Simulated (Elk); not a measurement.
## A self-consistent single point of YbH₂ (Fm-3m, 3 atoms in the cell) with Elk

Computed with LDA (PW92), all-electron FP-LAPW, Elk's shipped species files, default APW+lo basis run with Elk.

Input as run:

```
tasks
  0

rmtscf
  0.99

swidth
  0.00183747

maxscl
  100

scale
  1.889726125

avec
    0.0000000000    2.7004250000    2.7004250000
    2.7004250000    0.0000000000    2.7004250000
    2.7004250000    2.7004250000    0.0000000000

atoms
  2
  'Yb.in'
  1
  0.0000000000  0.0000000000  0.0000000000    0.0 0.0 0.0
  'H.in'
  2
  0.7500000000  0.7500000000  0.7500000000    0.0 0.0 0.0
  0.2500000000  0.2500000000  0.2500000000    0.0 0.0 0.0

ngridk
  9 9 9
```

Output, abridged:

```
│ Elk code version 10.2.4 │

All units are atomic (Hartree, Bohr, etc.)

│ Ground-state run starting from atomic densities │

Lattice vectors :
   0.000000000       5.103063671       5.103063671
   5.103063671       0.000000000       5.103063671
   5.103063671       5.103063671       0.000000000

Unit cell volume      :    265.7804038
Brillouin zone volume :   0.9332900767

Muffin-tin inner radius fraction :   0.1000000000E-01

Nuclei treated as point charges

Species :    1 (Yb)
 parameters loaded from : Yb.in
 name : ytterbium
 nuclear charge    :   -70.00000000
 electronic charge :    70.00000000
 atomic mass :    315432.6234
 muffin-tin radius :    2.772000000
 number of radial points in muffin-tin :    697
 atomic positions (lattice), magnetic fields (Cartesian) :
   1 :   0.00000000  0.00000000  0.00000000    0.00000000  0.00000000  0.00000000

Species :    2 (H)
 parameters loaded from : H.in
 name : hydrogen
 nuclear charge    :   -1.000000000
 electronic charge :    1.000000000
 atomic mass :    1837.362219
 muffin-tin radius :    1.386000000
 number of radial points in muffin-tin :    197
 atomic positions (lattice), magnetic fields (Cartesian) :
   1 :  -0.25000000 -0.25000000 -0.25000000    0.00000000  0.00000000  0.00000000
   2 :   0.25000000  0.25000000  0.25000000    0.00000000  0.00000000  0.00000000

Total number of atoms per unit cell :    3

Spin treatment :
 spin-unpolarised

Number of Bravais lattice symmetries :   48
Number of crystal symmetries         :   48
Crystal has inversion symmetry
Real symmetric eigensolver will be used

k-point grid :      9     9     9
k-point offset :    0.000000000       0.000000000       0.000000000
k-point set is reduced with full crystal symmetry group
Total number of k-points :       35

Muffin-tin radius times maximum |G+k| :    7.000000000
 using average radius
Maximum |G+k| for APW functions       :    3.787878788
Maximum (1/2)|G+k|²                   :    7.174012856
Maximum |G| for potential and density :    12.00000000
 potential will be trimmed for |G| > 2 gkmax
Constant for pseudocharge density :    8
Radial integration step length :    4

G-vector grid sizes :     28    28    28
Number of G-vectors :     7799

Maximum angular momentum used for
 APW functions                      :    8
 outer part of muffin-tin           :    6
 inner part of muffin-tin           :    1

Total nuclear charge    :   -72.00000000
Total core charge       :    46.00000000
Total valence charge    :    26.00000000
Total excess charge     :    0.000000000
Total electronic charge :    72.00000000

Effective Wigner radius, rₛ :   0.9587394921

Number of empty states         :   12
Total number of valence states :   25
Total number of core states    :   46

Total number of local-orbitals :   35

Exchange-correlation functional :      3     0     0
 Perdew-Wang/Ceperley-Alder, Phys. Rev. B 45, 13244 (1992)
 gradient requirement :    0
 local density approximation (LDA)

Smearing type :    3
 Fermi-Dirac
Smearing width :   0.1837470000E-02
Effective electronic temperature (K) :    580.2271348

Mixing type :    3
 Broyden mixing, J. Phys. A: Math. Gen. 17, L317 (1984)

Kohn-Sham potential initialised from atomic data
│ Self-consistent loop started │
│ Loop number : 1 │
 total energy                :     -13903.6356864
│ Loop number : 2 │
 total energy                :     -13942.0750183
RMS change in Kohn-Sham potential (target) :    1.126738017     (  0.1000000000E-05)
Absolute change in total energy (target)   :    38.43933186     (  0.1000000000E-03)
│ Loop number : 3 │
 total energy                :     -14016.5709859
RMS change in Kohn-Sham potential (target) :   0.4667771175     (  0.1000000000E-05)
Absolute change in total energy (target)   :    84.10580058     (  0.1000000000E-03)
│ Loop number : 4 │
 total energy                :     -14060.9820849
RMS change in Kohn-Sham potential (target) :   0.8249238659E-01 (  0.1000000000E-05)
Absolute change in total energy (target)   :    65.43754917     (  0.1000000000E-03)
│ Loop number : 5 │
 total energy                :     -14073.8746019
RMS change in Kohn-Sham potential (target) :   0.4540931538E-01 (  0.1000000000E-05)
Absolute change in total energy (target)   :    29.25190423     (  0.1000000000E-03)
   [... lines left out ...]
Absolute change in total energy (target)   :   0.9036292722E-02 (  0.1000000000E-03)
│ Loop number : 19 │
 total energy                :     -14068.5133581
RMS change in Kohn-Sham potential (target) :   0.1427803185E-04 (  0.1000000000E-05)
Absolute change in total energy (target)   :   0.2068635038E-02 (  0.1000000000E-03)
│ Loop number : 20 │
 total energy                :     -14068.5116947
RMS change in Kohn-Sham potential (target) :   0.3152519009E-06 (  0.1000000000E-05)
Absolute change in total energy (target)   :   0.1146242330E-02 (  0.1000000000E-03)
│ Loop number : 21 │
 total energy                :     -14068.5117287
RMS change in Kohn-Sham potential (target) :   0.1435229173E-06 (  0.1000000000E-05)
Absolute change in total energy (target)   :   0.2526139488E-03 (  0.1000000000E-03)
│ Loop number : 22 │
 total energy                :     -14068.5116924
RMS change in Kohn-Sham potential (target) :   0.2751102658E-06 (  0.1000000000E-05)
Absolute change in total energy (target)   :   0.9942478573E-04 (  0.1000000000E-03)
Convergence targets achieved

│ Loop number : 23 │

Energies :
 Fermi                       :     0.167222007550
 sum of eigenvalues          :     -8605.97353245
 electron kinetic            :      15625.8446720
 core electron kinetic       :      15178.9611100
 Coulomb                     :     -29407.7295315
 Coulomb potential           :     -23851.4219454
 nuclear-nuclear             :     -944.511377453
 electron-nuclear            :     -33075.0143628
 Hartree                     :      4611.79620872
 Madelung                    :     -17482.0185589
 xc potential                :     -380.396259043
 exchange                    :     -279.360464877
 correlation                 :     -7.26540408707
 electron entropic           :    -0.988795271454E-03
 total energy                :     -14068.5117173

Density of states at Fermi energy :    65.57430579
 (states/Hartree/unit cell)

Estimated indirect band gap :   0.3006348696E-02
 from k-point      7 to k-point     22
Estimated direct band gap   :   0.1122088090E-01
 at k-point     22

Charges :
 core                        :    46.00000000
 valence                     :    26.00000000
 interstitial                :    2.208264008
 muffin-tins (core leakage)
  species :    1 (Yb)
   atom    1                 :    68.28099564     (  0.1366278198E-05)
  species :    2 (H)
   atom    1                 :   0.7553701766     (   0.000000000    )
   atom    2                 :   0.7553701766     (   0.000000000    )
 total in muffin-tins        :    69.79173599
 total calculated charge     :    71.99926627
 total charge                :    72.00000000
 error                       :   0.7337349782E-03

│ Self-consistent loop stopped │
```

The run converged in 23 iterations. The count includes the last loop, which Elk runs after its targets are met.

The starting cell comes from a database of computed structures (which also holds hypothetical and non-ambient phases and stackings), without a prior relaxation at this level. Spin-orbit coupling is off. Spin polarisation is off. Values depend on the basis (sphere radii, cutoffs, local orbitals), which need not be converged. The log's line on a gap gives a spacing of levels on this mesh, which the program prints for metals too.
